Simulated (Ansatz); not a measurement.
Subject: the energy of the reaction as written. Reaction: 1/4 cell B + 3/4 H2O (gas) → cell A + 3/8 H2 (gas). A negative value means that the right-hand side lies lower.

Cell A: a slab of W (bcc, Im-3m) cut along (110), 10 atoms, oblique cell of 3.18 × 2.76 Å (7.2 Å²), symmetry P1 within 0.02 Å, 17.8 Å thick under 16 Å of vacuum, in-plane vectors held at the crystal's; planes from bottom to top: W × 8 | O | H, its two faces unlike (dipole correction applied); added, foreign or displaced atoms, above the top plane: OH bound through O to 2 W at 2.17 Å; spin state with PBE: run without spin, k-point mesh 18×20×1.
```yaml
crystal:
  lattice:
    - [3.18370, 0.00000, 0.00000]
    - [1.59185, 2.25122, 0.00000]
    - [0.00000, 0.00000, 34.09544]
  atoms:
    - { symbol: W, position: [0.48723, 0.92337, 0.23704] }
    - { symbol: W, position: [0.98723, 0.92341, 0.30070] }
    - { symbol: W, position: [0.48726, 0.92342, 0.36698] }
    - { symbol: W, position: [0.98729, 0.92337, 0.43295] }
    - { symbol: W, position: [0.48729, 0.92338, 0.49912] }
    - { symbol: W, position: [0.98725, 0.92368, 0.56514] }
    - { symbol: W, position: [0.48620, 0.92487, 0.63115] }
    - { symbol: W, position: [0.98483, 0.92958, 0.69599] }
    - { symbol: O, position: [0.48130, 0.42151, 0.74502] }
    - { symbol: H, position: [0.54790, 0.68341, 0.75887] }
```

Cell B: a slab of W (bcc, Im-3m) cut along (110), 34 atoms, oblique cell of 6.37 × 5.51 Å (28.7 Å²), symmetry P1 within 0.02 Å, 17.9 Å thick under 16 Å of vacuum, in-plane vectors held at the crystal's; planes from bottom to top: W4 × 8 | O | H, its two faces unlike (dipole correction applied); added, foreign or displaced atoms, above the top plane: OH bound through O to 2 W at 2.14–2.16 Å; spin state with PBE: run without spin, k-point mesh 7×8×1.
```
W32HO
1.0
    6.36741     0.00000     0.00000
    3.18370     4.50244     0.00000
    0.00000     0.00000    34.09544
W O H
32 1 1
Direct
  0.74803   0.48919   0.23678
  0.24794   0.48915   0.23678
  0.74786   0.98925   0.23678
  0.24795   0.98910   0.23678
  0.99793   0.98925   0.30046
  0.49801   0.98916   0.30046
  0.99789   0.48918   0.30045
  0.49795   0.48911   0.30046
  0.74784   0.48930   0.36674
  0.24797   0.48912   0.36673
  0.74808   0.98897   0.36673
  0.24787   0.98932   0.36673
  0.99792   0.98913   0.43264
  0.49785   0.98924   0.43267
  0.99810   0.48905   0.43269
  0.49799   0.48914   0.43261
  0.74787   0.48904   0.49879
  0.24768   0.48928   0.49881
  0.74799   0.98935   0.49881
  0.24833   0.98869   0.49881
  0.99736   0.98975   0.56481
  0.49776   0.98899   0.56466
  0.99819   0.48930   0.56458
  0.49839   0.48855   0.56482
  0.74569   0.49387   0.63089
  0.24863   0.48591   0.63104
  0.74998   0.98454   0.63113
  0.24622   0.99354   0.63101
  0.99470   0.98495   0.69349
  0.49749   0.98290   0.69713
  0.99375   0.49760   0.69701
  0.50130   0.49529   0.69284
  0.24626   0.23745   0.74500
  0.28712   0.35434   0.76037
```

Reference: an isolated H2 molecule (singlet) in a box of 11 × 11 × 13 Å.

Reference: an isolated H2O molecule (singlet) in a box of 11 × 13 × 13 Å.

Computed with Ansatz (plane waves, PAW), its default PAW set, cutoff 420 eV, 500 eV for r2SCAN. The structures are at rest with PBE, within the held lattices; other levels are single points on them. Neutral cells; Fermi-Dirac smearing of at most 0.10 eV in the solids, energies taken to zero width. The lattices are those relaxed with PBE, so at other levels the solids can be strained, which adds to the spread. Larger cells are relaxed from a start prepared with the learned potential CHGNet, on a coarser mesh till forces fall under 0.03 eV/Å, which some starts already meet. A dispersion term (D3(BJ), or D4 for r2SCAN) was computed beside these levels and is taken off wherever the name lacks it. The PAW files were made for PBE and serve at the other functionals too. Space groups of crystals are read within 0.01 Å. Nuclei at rest; no vibrational terms. The structures are the rest points that the relaxations reached, not proven lowest. Spin-orbit coupling is left out. The d electrons get no Hubbard U. No correction for cell size. The cells' k-point meshes differ in density, so the last digit is unsettled.

**Question.** What is the computed value (PBE)?

**Answer.** -0.67 eV, for 1/4 cell B + 3/4 H2O (gas) → cell A + 3/8 H2 (gas).

**Question.** What do the other levels give, and how wide is the spread?

**Answer.** 
| Level | value (eV) | less PBE |
|---|---|---|
| r2SCAN | -0.88 | -0.21 |

The levels shown span 0.21 eV, from r2SCAN (-0.88) to PBE (-0.67).

Ansatz is a first-principles code.
